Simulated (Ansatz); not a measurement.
β-phase Si3N4 (model structure)

These are HSE06 in Ansatz (PAW) values and carry that method's errors.

Numerical settings: plane-wave cutoff 500 eV, 4×4×8 k mesh (along the axes of the cell as run), gaussian smearing 0.02 eV, scalar-relativistic PAW data made under PBE.

Cell (relaxed with r²SCAN):

```yaml
crystal:
  lattice:
    - [3.80278, -6.58661, 0.00000]
    - [3.80278, 6.58661, 0.00000]
    - [0.00000, 0.00000, 2.90559]
  atoms:
    - { symbol: Si, position: [0.17544, 0.76940, 0.25000] }
    - { symbol: Si, position: [0.23060, 0.40604, 0.25000] }
    - { symbol: Si, position: [0.59396, 0.82456, 0.25000] }
    - { symbol: Si, position: [0.82456, 0.23060, 0.75000] }
    - { symbol: Si, position: [0.76940, 0.59396, 0.75000] }
    - { symbol: Si, position: [0.40604, 0.17544, 0.75000] }
    - { symbol: N, position: [0.33333, 0.66667, 0.25000] }
    - { symbol: N, position: [0.66667, 0.33333, 0.75000] }
    - { symbol: N, position: [0.33032, 0.03123, 0.25000] }
    - { symbol: N, position: [0.96877, 0.29909, 0.25000] }
    - { symbol: N, position: [0.70091, 0.66968, 0.25000] }
    - { symbol: N, position: [0.66968, 0.96877, 0.75000] }
    - { symbol: N, position: [0.03123, 0.70091, 0.75000] }
    - { symbol: N, position: [0.29909, 0.33032, 0.75000] }
```

- band gap: 5.79 eV (on the SCF k mesh)

Note: cell and atoms aren't relaxed at this level (largest force component 0.03 eV/Å, pressure -0.6 GPa).

Static lattice: no zero-point or thermal effects.

It cost roughly 10 core-minutes of CPU time.

A model structure was made by putting elements into a prototype or built by hand; here it ended with the formula and space group of a phase in our tables.

Ansatz is a program for electronic structure.
